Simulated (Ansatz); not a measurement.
## MgSe: response to strain

Take MgSe in the rock salt structure (space group Fm-3m, No. 225) as the base.

```
CELL_PARAMETERS angstrom
      0.00000     2.72478     2.72478
      2.72478     0.00000     2.72478
      2.72478     2.72478     0.00000
ATOMIC_POSITIONS crystal
  Mg 0.00000 0.00000 0.00000
  Se 0.50000 0.50000 0.50000
```

Cartesian axes are those of the cell as printed.

Strains are applied to the cell and any free atomic positions relax; under biaxial strain the out-of-plane vector relaxes too.

Method: PBEsol/PAW in Ansatz (a quantum-chemistry and plane-wave program), scalar-relativistic without spin-orbit coupling.

Notes on the quantities. energy relative to the base: free energy F.

```json
[
 {"case": "base", "out-of-plane strain": "–", "energy relative to the base": "0 meV/atom", "gap character": "–"},
 {"case": "biaxial strain −3.00 %, plane normal [001], relaxed out of plane", "out-of-plane strain": "+1.69 %", "energy relative to the base": "+18 meV/atom", "gap character": "indirect, Γ → X"},
 {"case": "biaxial strain −2.50 %, plane normal [001], relaxed out of plane", "out-of-plane strain": "+1.40 %", "energy relative to the base": "+12 meV/atom", "gap character": "indirect, Γ → X"},
 {"case": "biaxial strain −2.00 %, plane normal [001], relaxed out of plane", "out-of-plane strain": "+1.11 %", "energy relative to the base": "+7.8 meV/atom", "gap character": "indirect, Γ → X"},
 {"case": "biaxial strain −1.50 %, plane normal [001], relaxed out of plane", "out-of-plane strain": "+0.82 %", "energy relative to the base": "+4.3 meV/atom", "gap character": "indirect, Γ → X"},
 {"case": "biaxial strain −0.50 %, plane normal [001], relaxed out of plane", "out-of-plane strain": "+0.27 %", "energy relative to the base": "+0.5 meV/atom", "gap character": "indirect, Γ → X"},
 {"case": "biaxial strain +0.50 %, plane normal [001], relaxed out of plane", "out-of-plane strain": "-0.26 %", "energy relative to the base": "+0.4 meV/atom", "gap character": "indirect, Γ → M"},
 {"case": "biaxial strain +1.00 %, plane normal [001], relaxed out of plane", "out-of-plane strain": "-0.52 %", "energy relative to the base": "+1.7 meV/atom", "gap character": "indirect, Γ → M"},
 {"case": "biaxial strain +2.50 %, plane normal [001], relaxed out of plane", "out-of-plane strain": "-1.27 %", "energy relative to the base": "+10 meV/atom", "gap character": "indirect, Γ → M"},
 {"case": "biaxial strain +3.00 %, plane normal [001], relaxed out of plane", "out-of-plane strain": "-1.52 %", "energy relative to the base": "+14 meV/atom", "gap character": "indirect, Γ → M"}
]
```

Semilocal Kohn–Sham gaps tend to fall short of experiment. Whether these cells are dynamically stable was not tested. k-point labels follow each cell's own Brillouin zone.
